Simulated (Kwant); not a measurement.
Model system: In0.53Ga0.47As/In0.52Al0.48As stack with 2 barriers. One parabolic valley. Leads of mass 0.041 mₑ with the band edge at 0; grid 0.1 nm; bias 0.16 V, dropping linearly over the stack.

```json
[
 {"layer": "1", "thickness (nm)": "1.5", "band offset (eV)": "0.52", "mass (mₑ)": "0.075"},
 {"layer": "2", "thickness (nm)": "4.4", "band offset (eV)": "0", "mass (mₑ)": "0.041"},
 {"layer": "3", "thickness (nm)": "1.5", "band offset (eV)": "0.52", "mass (mₑ)": "0.075"}
]
```

Constants are typed, rounded textbook-type inputs, not results; the design itself was drawn at random and stands for no fabricated device.

Model: one-band effective-mass tight-binding model in one dimension, coherent, no space charge (Kwant).

Sweep values stay those of the base run.

The mass in the first barrier was swept, all else fixed.

| mass in the first barrier (mₑ) | mean transmission over the sweep | transmission at E = 0.2238 eV | transmission at E = 0.3344 eV | transmission at E = 0.1132 eV |
|---|---|---|---|---|
| 0.045 | 0.21 | 0.10 | 0.15 | 0.24 |
| 0.06 | 0.18 | 0.076 | 0.11 | 0.17 |
| 0.075 | 0.14 | 0.057 | 0.090 | 0.12 |
| 0.098 | 0.11 | 0.038 | 0.064 | 0.075 |

From the first row to the last the mean transmission over the sweep goes from 0.21 to 0.11. From the first row to the last the transmission at E = 0.2238 eV goes from 0.10 to 0.038.
